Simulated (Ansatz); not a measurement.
# LiAl$_{3}$ (Pm-3m): resistivity and electron-phonon coupling

Data:

```
CELL_PARAMETERS angstrom
      3.99959     0.00000     0.00000
      0.00000     3.99959     0.00000
      0.00000     0.00000     3.99959
ATOMIC_POSITIONS crystal
  Li 0.00000 0.00000 0.00000
  Al 0.50000 0.50000 0.00000
  Al 0.00000 0.50000 0.50000
  Al 0.50000 0.00000 0.50000
```

Method: PBEsol, DFPT electron-phonon coupling, linearised Boltzmann equation (plane waves, PAW, scalar-relativistic; Ansatz, a program for electronic structure). How the cell was made: relaxed with this functional, without spin-orbit coupling.

- resistivity at 300 K = 4.8 μΩ·cm
- resistivity at 77 K = 0.33 μΩ·cm
- electron mean free path at 300 K (weighted by the current that each state carries) = 18.0 nm
- electron-phonon coupling λ = 0.37
- transport coupling λ_tr = 0.33
- logarithmic mean phonon energy = 26 meV
- density of states at the Fermi level = 0.65 states/(eV·spin·cell)
- Drude plasma energy = 8.7 eV

A metal at this level (no band gap). Only scattering by harmonic phonons is included (no impurities, grain boundaries, electron-electron scattering or thermal expansion). Spin-orbit coupling is left out. The self-energy correction of the phonons between q points moved λ by 4 %. The squared frequency of the phonon mode least converged on the k mesh is uncertain by 14 %. The run warned that the eigensolver left some states short of its tolerance. Halving the electron mesh (20x20x20) moves the resistivity by up to 13 % at 300 K, the mean free path by up to 5 %, the coupling by up to 6 %. Smearing 0.20 eV; phonons on a 4x4x4 q mesh, which this run doesn't test and which matters most at low temperature.

Computed structure, not matched to a measured one here, so possibly hypothetical: LiAl3 (Pm-3m).
